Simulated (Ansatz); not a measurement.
## Cd on the Si site (Cd_Si) in silicon

Computed with PBE, PAW (plane waves to 420 eV; Ansatz, a quantum-chemistry and plane-wave program). Cell: 216 sites, 3×3×3 repeats of a cell of 8 atoms; final energies on a 2×2×2 shifted mesh. Site at the start: the Si site. Finite-size correction: monopole term and site-potential alignment. Dielectric constants: PBE linear response of the host. Host gap at this level: 0.61 eV. A cell of this size leaves errors of a few tenths of an eV. Levels are measured in PBE's own, too narrow, gap. Spin–orbit coupling is left out. Each state is the lowest found from its start.

Formation energies E_f are given with the Fermi level at the valence-band maximum. Chemical conditions: host crystal and elements as references (Δμ(Si) = 0.00 eV, Δμ(Cd) = 0.00 eV; Cd taken from its element, since no compound that bounds it was computed at this level; only phases computed here count, gases as isolated molecules at 0 K). Reference phases: Cd: hcp Cd, Si: silicon.

Charges with a result: +1, 0, −1, −2. Others weren't obtained, and one of them could lie lower, also by skipping a charge.

```json
[
 {"charge": "+1†", "moment (μB)": "1.0", "point group": "–", "largest move off a lattice site (Å)": "0.19", "image correction with alignment (eV)": "0.09", "E_f, host crystal and elements as references (eV)": "–", "above the lowest spin state (eV)": "0.00"},
 {"charge": "0†", "moment (μB)": "1.9", "point group": "–", "largest move off a lattice site (Å)": "0.17", "image correction with alignment (eV)": "0.00", "E_f, host crystal and elements as references (eV)": "2.46", "above the lowest spin state (eV)": "0.00"},
 {"charge": "0", "moment (μB)": "not spin-polarised", "point group": "D2d", "largest move off a lattice site (Å)": "0.18", "image correction with alignment (eV)": "0.00", "E_f, host crystal and elements as references (eV)": "2.47", "above the lowest spin state (eV)": "0.01"},
 {"charge": "−1", "moment (μB)": "1.0", "point group": "Cs", "largest move off a lattice site (Å)": "0.15", "image correction with alignment (eV)": "0.06", "E_f, host crystal and elements as references (eV)": "2.73", "above the lowest spin state (eV)": "0.00"},
 {"charge": "−2†", "moment (μB)": "not spin-polarised", "point group": "–", "largest move off a lattice site (Å)": "0.12", "image correction with alignment (eV)": "0.28", "E_f, host crystal and elements as references (eV)": "–", "above the lowest spin state (eV)": "0.00"}
]
```

† Not settled in this cell, so no level is given: charge +1: a level filled in part, level within 0.1 eV of a band edge or past it; charge 0: forces over 0.15 eV/Å on the final mesh; charge −2: level within 0.1 eV of a band edge or past it.

Point groups are those of the whole cell at tolerances of 0.03 and 0.1 Å ("near" where only the looser one holds); none is given for unsettled states.

All states together cost roughly 8 core-hours.
